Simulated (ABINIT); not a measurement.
Parameter sweep on Ru (P6_3/mmc, 2 atoms in the cell)

```cif
data_Ru2
_chemical_formula_sum 'Ru2'
_space_group_name_H-M_alt 'P 1'
_space_group_IT_number 1
_cell_length_a 2.70783
_cell_length_b 2.70783
_cell_length_c 4.26810
_cell_angle_alpha 90.000
_cell_angle_beta 90.000
_cell_angle_gamma 120.000
loop_
_space_group_symop_operation_xyz
  'x, y, z'
loop_
_atom_site_label
_atom_site_type_symbol
_atom_site_fract_x
_atom_site_fract_y
_atom_site_fract_z
_atom_site_occupancy
Ru1 Ru 0.33333 0.66667 0.25000 1
Ru2 Ru 0.66667 0.33333 0.75000 1
```

Base run A: ABINIT with PBE, norm-conserving pseudopotentials (PseudoDojo nc-sr-05 PBE standard), self-consistent single point.

Its settings: pseudos = [Ru.upf]; ecut = 1143 eV; ixc = 11; occopt = 6; tsmear = 0.2 eV; ngkpt = 10 10 6; nshiftk = 1; shiftk = 0 0 0; potentials = PseudoDojo nc-sr-05 PBE standard; nband = 22; kptopt = 1; nstep = 80; tolvrs = 1e-11.

The starting cell comes from a database of computed structures (which also holds hypothetical and non-ambient phases and stackings), without a prior relaxation at this level. Spin polarisation is off. In the base run, with a pressure of about 6 GPa the cell is away from its equilibrium volume at this level.

ΔF is the free energy per atom less that of run A. 

| run | tsmear | ΔF (meV/atom) | pressure (GPa) | TS (meV/atom) |
|---|---|---|---|---|
| A | 0.2 eV | 0.00 | 5.62 | -1.0 |
| B | 0.002 eV | 0.30 | 5.65 | 0.0 |
| C | 0.01 eV | 0.29 | 5.65 | 0.0 |
| D | 0.025 eV | 0.31 | 5.64 | 0.0 |
| E | 0.05 eV | 0.20 | 5.64 | 0.4 |
| F | 0.1 eV | -0.18 | 5.64 | 0.6 |
| G | 0.15 eV | -0.24 | 5.63 | -0.5 |
| H | 0.3 eV | 0.06 | 5.65 | 1.5 |
| I | 0.5 eV | -2.1 | 5.68 | 4.8 |
| J | 0.8 eV | 1.29 | 5.15 | -29.4 |

Run D against A: The free energy is nearly the same (within 1 meV/atom) and the pressure stays near 5.64 GPa while the zz stress (positive for compression) goes from 3.82 to 3.28 GPa.

Run J against A: The free energy goes up by 1.3 meV/atom and the pressure goes from 5.62 to 5.15 GPa.

Run I against A: The free energy goes down by 2.1 meV/atom and the pressure stays near 5.68 GPa while the zz stress (positive for compression) goes from 3.82 to 5.16 GPa.
